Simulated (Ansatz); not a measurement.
Take Os in the hcp (Mg type) structure (space group P6_3/mmc, No. 194) as the base.

```yaml
crystal:
  lattice:
    - [2.73887, 0.00000, 0.00000]
    - [-1.36943, 2.37193, 0.00000]
    - [0.00000, 0.00000, 4.31684]
  atoms:
    - { symbol: Os, position: [0.33333, 0.66667, 0.75000] }
    - { symbol: Os, position: [0.66667, 0.33333, 0.25000] }
```

Cartesian axes are those of the cell as printed.

The values are results of Ansatz (a first-principles code), r2SCAN, PAW, cutoff 500 eV, spin-orbit coupling left out, earlier PAW set, not measurements.

Base values:

| Property | Value |
|---|---|
| Shortest interatomic distance | 267.6 pm |
| Band gap | zero |

One thing is altered: a free-standing slab of 7 layers (7 atoms, 1 a layer) is cut normal to the z axis, with 15 Å of vacuum and the in-plane cell held at bulk.

Estimate the effect on the change of the spacing d23 from its bulk value of 2.158 Å.

The change of the spacing d23 from its bulk value of 2.158 Å comes out as -0.1 %.

Estimate the effect on the change of the spacing d12 from its bulk value of 2.158 Å.

The change of the spacing d12 from its bulk value of 2.158 Å is -3.6 %.

Predict the new shortest interatomic distance.

The shortest interatomic distance drops by 6.3 pm, from 267.6 pm to 261.3 pm.

What does the calculation give for the excess energy per area of both faces after the change?

The excess energy per area of both faces (slab less bulk energy over the cell's area: twice a surface energy) is 6.4 J/m² (uncertain by up to 0.2 J/m²).

Predict the new band gap.

The band gap remains zero.

Slab and bulk use different k-meshes, which limits the precision of the excess energy. Whether these cells are dynamically stable was not tested. All final runs are without spin polarisation.
